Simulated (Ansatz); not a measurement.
A computed series for GaSb: pressure series

Consider GaSb in the zinc blende structure (space group F-43m, No. 216; a = 6.1324 Å).

Cell and atoms are relaxed at each pressure.

Level of theory: r2SCAN (Ansatz, a first-principles code, PAW, spin-orbit coupling left out).

| P (GPa) | V (Å³/atom) |
|---|---|
| -2.01 | 30.061 |
| -1.01 | 29.410 |
| 0.88 | 28.374 |
| 2.10 | 27.809 |
| 4.49 | 26.849 |
| 9.00 | 25.423 |
| 14.99 | 23.998 |
| 22.50 | 22.646 |
| 29.98 | 21.595 |

Question: Fit a third-order Birch–Murnaghan equation of state.

Answer: Least squares on P(V) = (3B₀/2)[(V₀/V)^(7/3) − (V₀/V)^(5/3)]·[1 + (3/4)(B₀′ − 4)((V₀/V)^(2/3) − 1)] gives V₀ = 28.84 Å³/atom, B₀ = 54 GPa and B₀′ = 4.5.

Measured bulk modulus of GaSb: 57 GPa (temperature not stated; as listed in Cormac Toher et al., Physical Review Materials (2017)); the computed value is for a static lattice, so the two differ by thermal effects too.

Load acts through the strain it causes; cell and atoms are relaxed under it. Whether these cells are dynamically stable was not tested. Tetrahedral semiconductors of this kind turn to denser phases somewhere between about 1 and 50 GPa; those were not computed, so compressed cells here can lie past the real transition.
